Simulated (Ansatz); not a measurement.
The parent structure is CdTe in the zinc blende structure (space group F-43m, No. 216; a = 6.618 Å).

Calculations: plane-wave PAW DFT at the PBE level (Ansatz, an electronic-structure program, 420 eV), scalar-relativistic without spin-orbit coupling.

For the base:

The band gap comes out as 0.59 eV. The pressure is 0.00 GPa and the electron mass is 0.053 mₑ (at Γ).

Now apply this change: an isotropic linear strain of −1.00 %; the atoms relax in the strained cell.

**Question.** What happens to the band gap?

**Answer.** The band gap rises by 0.089 eV (0.59 eV → 0.67 eV).

**Question.** Estimate the effect on the pressure.

**Answer.** The pressure goes from zero to 1.14 GPa.

**Question.** What happens to the electron mass?

**Answer.** The electron mass becomes 0.059 mₑ (at Γ) (base: 0.053 mₑ (at Γ)).

With Te present, leaving out spin-orbit coupling can change the band edges. Effective masses come from finite differences of ±0.01 Å⁻¹. Stability against distortions was not tested.
